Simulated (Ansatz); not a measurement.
```
CELL_PARAMETERS angstrom
      3.54137     0.00000     0.00000
      0.00000     3.54137     0.00000
      0.00000     0.00000     3.54137
ATOMIC_POSITIONS crystal
  Co 0.00000 0.50000 0.50000
  Co 0.50000 0.50000 0.00000
  Co 0.50000 0.00000 0.50000
  Mo 0.00000 0.00000 0.00000
```
Starting moments (μB, in the order of the record's atoms Co Co Co Mo): 2.0 2.0 2.0 0.0.

Started from parallel moments at a Fermi-Dirac width of 0.03 eV, does a moment survive in PBEsol (Ansatz, a first-principles code)?

Yes: a total moment of 0.54 μB a cell. A nonmagnetic transport calculation would be of the wrong state; other orders weren't tried.

Spin-orbit coupling is left out.

Computed structure with no diffraction record at hand here (it may be known, metastable or hypothetical): MoCo3 (Pm-3m).
